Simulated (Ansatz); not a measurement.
For AlB2-type ZrB₂, PBE-D3(BJ) (plane waves, PAW; Ansatz, a quantum-chemistry and plane-wave program) gives:

```
Item                              Value
------------------------------  -------
equilibrium lattice constant a  3.145 Å
lattice parameter c             3.509 Å
```

Task: What does LC-ωPBE (PAW; Ansatz) give for the same quantities?

Result: 
- lattice constant a: 3.145 Å (hardly moves)
- lattice parameter c: 3.496 Å (falls by 0.4 %)

For comparison: lattice constant a 3.17 Å (measured, room temperature, no zero-point or thermal correction; as tabulated in Zhang et al. (2020), arXiv:1911.03307); lattice parameter c 3.532 Å (measured, room temperature, no zero-point or thermal correction; as tabulated in Zhang et al. (2020), arXiv:1911.03307).

Changes are worked out from the printed values.

Unless a cell is named, each level is at its own relaxed cell (PBE-D3(BJ) 10.02, LC-ωPBE 9.98 Å³/atom).

Ansatz's density-functional and Hartree–Fock values are scalar-relativistic unless marked +SOC, with PAW data made under PBE.
